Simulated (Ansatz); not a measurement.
## A computed series for MgS: pressure series

Take MgS in the rock salt structure (space group Fm-3m, No. 225) as the base.

```yaml
crystal:
  lattice:
    - [0.00000, 2.61486, 2.61486]
    - [2.61486, 0.00000, 2.61486]
    - [2.61486, 2.61486, 0.00000]
  atoms:
    - { symbol: Mg, position: [0.50000, 0.50000, 0.50000] }
    - { symbol: S, position: [0.00000, 0.00000, 0.00000] }
```

Cell and atoms are relaxed at each pressure.

All numbers come from plane-wave PAW DFT at the PBE level (Ansatz, a quantum-chemistry and plane-wave program, 420 eV), no spin-orbit coupling.

```json
[
 {"variant": "base", "electron mass": "0.52 mₑ along k, 0.29 mₑ across (at X)", "smallest direct gap": "3.60 eV", "density": "2.62 g/cm³"},
 {"variant": "pressure −2 GPa", "electron mass": "0.52 mₑ along k, 0.29 mₑ across (at X)", "smallest direct gap": "3.39 eV", "density": "2.54 g/cm³"},
 {"variant": "pressure −1 GPa", "electron mass": "0.52 mₑ along k, 0.29 mₑ across (at X)", "smallest direct gap": "3.50 eV", "density": "2.58 g/cm³"},
 {"variant": "pressure 0.3 GPa", "electron mass": "0.52 mₑ along k, 0.29 mₑ across (at X)", "smallest direct gap": "3.63 eV", "density": "2.63 g/cm³"},
 {"variant": "pressure 0.7 GPa", "electron mass": "0.53 mₑ along k, 0.29 mₑ across (at X)", "smallest direct gap": "3.68 eV", "density": "2.64 g/cm³"},
 {"variant": "pressure 1.5 GPa", "electron mass": "0.53 mₑ along k, 0.29 mₑ across (at X)", "smallest direct gap": "3.76 eV", "density": "2.67 g/cm³"},
 {"variant": "pressure 3 GPa", "electron mass": "0.53 mₑ along k, 0.29 mₑ across (at X)", "smallest direct gap": "3.90 eV", "density": "2.72 g/cm³"},
 {"variant": "pressure 5 GPa", "electron mass": "0.53 mₑ along k, 0.29 mₑ across (at X)", "smallest direct gap": "4.08 eV", "density": "2.78 g/cm³"},
 {"variant": "pressure 7.5 GPa", "electron mass": "0.54 mₑ along k, 0.29 mₑ across (at X)", "smallest direct gap": "4.30 eV", "density": "2.85 g/cm³"},
 {"variant": "pressure 10 GPa", "electron mass": "0.54 mₑ along k, 0.29 mₑ across (at X)", "smallest direct gap": "4.50 eV", "density": "2.92 g/cm³"}
]
```

Load acts through the strain it causes; cell and atoms are relaxed under it. Masses are band curvatures over ±0.01 Å⁻¹ around the edge. Along k means along the line from Γ to the band edge. No phonon test of stability was made. No other phases were tried under pressure. The base started in P3_121 and relaxed to Fm-3m at this level.
